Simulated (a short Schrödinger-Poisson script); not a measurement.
Stack: gated In0.52Al0.48As/In0.53Ga0.47As modulation-doped gas in a quantum well, at 300 K.

```
layer        material  thickness (nm)  Nd (cm⁻³)  Na (cm⁻³)
-----  --------------  --------------  ---------  ---------
1      In0.52Al0.48As              10          -          -
2      In0.52Al0.48As              10     2.5e18          -
3      In0.52Al0.48As               5          -          -
4      In0.53Ga0.47As              10          -          -
5      In0.52Al0.48As            4000          -       1e14
```

The device is made up for the run: typed textbook-type constants, with dimensions and the other settings drawn at random. In0.52Al0.48As: permittivity 12.5, conduction-band edge (eV) 0.52, gap (eV) 1.45, electron mass (mₑ) 0.075, Nv at 300 K (cm⁻³) 1.1e19. In0.53Ga0.47As: permittivity 13.9, conduction-band edge (eV) 0, gap (eV) 0.74, Nv at 300 K (cm⁻³) 7.7e18.

Channel valleys (confinement mass, in-plane density-of-states mass, number): Γ 0.041, 0.041, 1. At the gate the conduction-band edge of layer 1 lies 0.65 eV − eVg above the Fermi level of the channel; the field vanishes at the back. Donor level 0.02 eV below the band edge. The barrier under the gate holds no holes. Gaps are held at their typed values at every temperature. Mesh 0.08 nm at interfaces.

Solved with a short Schrödinger-Poisson script written for these runs: 1D Poisson equation in equilibrium, electrons quantum, Hartree plus LDA exchange-correlation (BenDaniel-Duke, 40 states a valley, the channel's in-plane mass for all, wave functions free to enter the barrier), parabolic valleys, classical holes, donors ionised by Fermi statistics, acceptors fully, no traps, pinning or gate leakage.

The same stack at other levels of the model or other numerical settings:

```tsv
run	sheet density of all electrons at Vg = 0.4 V (cm⁻²)	sheet density of all electrons at Vg = -0.1 V (cm⁻²)	capacitance at Vg = 0.4 V (μF/cm²)	centroid of the channel electrons at Vg = 0.4 V (nm)	rough cost against the base
base	1.65e12	5.80e11	0.451	4.31	about 1
electrons treated as classical, Boltzmann	1.93e12	6.85e11	0.430	2.74	0.01
electrons treated as classical, Fermi-Dirac	(withheld)	(withheld)	0.440	4.13	0.06
electrons treated as quantum, Hartree	1.61e12	5.58e11	0.463	(withheld)	0.6
mesh six times as coarse	1.65e12	5.78e11	0.451	4.29	0.3
one subband a valley	1.64e12	5.79e11	0.448	4.28	0.2
```

Q: Fill in the missing entries.

A: 
- electrons treated as quantum, Hartree, centroid of the channel electrons at Vg = 0.4 V (nm): 4.34
- electrons treated as classical, Fermi-Dirac, sheet density of all electrons at Vg = -0.1 V (cm⁻²): 6.14e11
- electrons treated as classical, Fermi-Dirac, sheet density of all electrons at Vg = 0.4 V (cm⁻²): 1.68e12

The classical rows ignore confinement, and Boltzmann statistics overrate the density once the band edge passes the Fermi level.
